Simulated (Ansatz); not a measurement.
**CoSi under a change: strain tensor (xx, yy, zz, yz, xz, xy) = (−1.86, +0.12, −0.01, −0.13, −0.71, +0.88) %**

Start from CoSi (space group P2_13, No. 198; a = 4.383 Å; non-magnetic). Axes: x, y, z lie along the cube axes.

Modification: the symmetric strain tensor [-0.0186 0.0088 -0.0071; 0.0088 0.0012 -0.0012; -0.0071 -0.0012 -0.0001], atoms relaxed at fixed cell.

Calculations: DFT with r2SCAN, PAW potentials and a 500 eV plane-wave cutoff in Ansatz (an electronic-structure program), no SOC, earlier PAW set. Γ-centred 11×11×11 mesh, Fermi–Dirac width 0.05 eV.

| quantity | base | changed | shift |
|---|---|---|---|
| volume per atom | 10.52 Å³ | 10.34 Å³ | -0.186 Å³ |
| space group | P2_13 (No. 198) | P1 (No. 1) | – |
| shortest interatomic distance | 229.2 pm | 226.3 pm | -2.9 pm |
| energy relative to the base (free energy F) | 0 meV/atom | +7.3 meV/atom | +7.3 meV/atom |
| pressure (mean of the normal stresses, compression positive) | 0.0 GPa | 4.8 GPa | +4.8 GPa |
| band gap | zero | zero | – |
| stress (xx, yy, zz, yz, xz, xy; compression positive) (rough) | – | (8.5, 2.7, 3.1, 0.3, 2.1, -2.5) GPa | – |

Final structure:

```yaml
crystal:
  lattice:
    - [4.30117, 0.03857, -0.03112]
    - [0.03857, 4.38795, -0.00548]
    - [-0.03112, -0.00548, 4.38225]
  atoms:
    - { symbol: Co, position: [0.14559, 0.14699, 0.14599] }
    - { symbol: Co, position: [0.64747, 0.35504, 0.85411] }
    - { symbol: Co, position: [0.85377, 0.64552, 0.35299] }
    - { symbol: Co, position: [0.35333, 0.85373, 0.64525] }
    - { symbol: Si, position: [0.84472, 0.84284, 0.84393] }
    - { symbol: Si, position: [0.34327, 0.65617, 0.15593] }
    - { symbol: Si, position: [0.15607, 0.34327, 0.65692] }
    - { symbol: Si, position: [0.65578, 0.15645, 0.34488] }
```

Cost of the whole job for the changed cell (relaxation, final SCF and bands): roughly 40 core-minutes.

Without a gap, meshes like the base's 11×11×11 leave anisotropic stresses uncertain by several tenths of a GPa, and small strain energies with them. Whether these cells are dynamically stable was not tested. Starting moments died away, wholly or in part, for the base; another magnetic solution may exist. All final runs are without spin polarisation. The zero or small gap of CoSi can change with the level of theory.
